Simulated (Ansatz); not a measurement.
**Effect of Te → Pd on HgTe**

The reference is HgTe in the zinc blende structure (space group F-43m, No. 216; a = 6.5734 Å).

One thing is altered: full substitution Te → Pd, then cell and atoms are relaxed.

Method: DFT with r2SCAN, PAW potentials and a 500 eV plane-wave cutoff in Ansatz (a program for electronic structure), spin-orbit coupling left out, earlier PAW set. k-mesh 13×13×13 (Γ-centred); smearing 0.05 eV (Fermi–Dirac), for the changed cell.

```csv
quantity,base,changed,shift
volume per atom,35.50 Å³,28.17 Å³,-7.338 Å³
density,7.67 g/cm³,9.05 g/cm³,+1.38 g/cm³
lattice parameter a,6.573 Å,6.085 Å,-0.488 Å
space group,F-43m (No. 216),F-43m (No. 216),–
shortest interatomic distance,2.846 Å,2.635 Å,-0.211 Å
band gap,zero,zero,–
```

With Hg and Te present, leaving out spin-orbit coupling can change the band edges. No phonon test of stability was made. As relaxed here, HgPd is a hypothetical phase, not in the database extracts checked. All final runs are without spin polarisation. The zero or small gap of HgTe can change with the level of theory.
